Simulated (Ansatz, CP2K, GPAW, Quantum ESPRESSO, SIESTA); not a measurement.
**One structure in several programs: LiCd₃ (P1, 8 atoms in the cell)**

Self-consistent single point, at a second geometry (atoms moved at random). First geometry:

```xyz
8
Lattice="6.1101 0.0000 0.0000 -3.0551 5.2915 0.0000 0.0000 0.0000 4.8492" Properties=species:S:1:pos:R:3 pbc="T T T"
Li     3.0551     1.7638     1.2123
Li     0.0000     3.5277     3.6369
Cd     4.5531     0.8989     3.6369
Cd    -1.4981     4.3926     1.2123
Cd     1.4981     4.3926     1.2123
Cd     1.5570     0.8989     3.6369
Cd     3.0551     3.4937     3.6369
Cd     0.0000     1.7978     1.2123
```

Second geometry:
```
LiCd3
1.0
    6.11013     0.00000     0.00000
   -3.05506     5.29153     0.00000
    0.00000     0.00000     4.84924
Li Cd
2 6
Direct
  0.65951   0.31540   0.24896
  0.32950   0.67703   0.74233
  0.83772   0.16494   0.74423
  0.17036   0.83317   0.24647
  0.66587   0.83287   0.26350
  0.32974   0.16306   0.76833
  0.82746   0.66041   0.73848
  0.17985   0.35312   0.24771
```

Shared settings, as Ansatz (an electronic-structure program) writes them: kpoints.mp_grid.grid = 4 4 5; scf.occupations.method = fermi_dirac; scf.occupations.width = 0.01 Ry. Potentials and cutoffs stand in the table.

```
code                                                                                                                                      model  ΔF from the first geometry (meV/atom)  pressure (GPa)  largest force (eV/Å)       cutoff
----------------  -----------------------------------------------------------------------------------------------------------------------------  -------------------------------------  --------------  --------------------  -----------
Quantum ESPRESSO                                                                           PBEsol, GBRV 1.5 ultrasoft (PBESOL) pseudopotentials                                    8.8           -1.43                 0.424        40 Ry
GPAW                                                                                      PBEsol, GPAW PAW datasets PBEsol (made by gpaw-setup)                                    8.4           -1.77                 0.402       550 eV
Ansatz                                                                                                          PBEsol, PAW files made with PBE                                    8.6           -1.21                 0.414      30.9 Ry
SIESTA            GGA PBEsol, numerical atomic orbitals DZP, PseudoDojo PBEsol standard norm-conserving potentials (rewritten from UPF to PSML)                                   10.1           -6.38                 0.492  grid 300 Ry
CP2K                                                                 PBEsol, GPW, DZVP-MOLOPT-SR-GTH basis, GTH-PBE potentials (GTH_POTENTIALS)                                   10.0            0.02                 0.483  grid 500 Ry
```

Size of the force on each atom (eV/Å): Sizes of forces hide their directions.

```csv
code,Li1,Li2,Cd3,Cd4,Cd5,Cd6,Cd7,Cd8
Quantum ESPRESSO,0.154,0.146,0.337,0.116,0.368,0.424,0.341,0.130
GPAW,0.154,0.146,0.309,0.111,0.355,0.402,0.316,0.140
Ansatz,0.153,0.145,0.327,0.113,0.361,0.414,0.331,0.131
SIESTA,0.225,0.211,0.307,0.220,0.492,0.482,0.349,0.316
CP2K,0.168,0.160,0.392,0.131,0.411,0.483,0.395,0.127
```

The spread over the programs that give each value: ΔF from the first geometry within 1.7 meV/atom; pressure within 6.40 GPa; largest force within 0.090 eV/Å.

SIESTA and CP2K use small atom-centred bases, whose incompleteness enters pressures, forces and empty levels differently from a plane-wave cutoff. Ansatz's pressure is given at a fixed set of plane waves, as the other plane-wave codes print theirs. In the pressure, SIESTA (by 4.94) and CP2K (by 1.45) lie more than 1 GPa from the median of the plane-wave programs. In the force vectors, SIESTA (by 0.204) lies more than 0.08 eV/Å from the median of the plane-wave programs.

The starting cell comes from a database of computed structures (which also holds hypothetical and non-ambient phases and stackings), without a prior relaxation at this level. For this run, on top of that: atoms moved at random.

Keys are those of Ansatz 0.2.
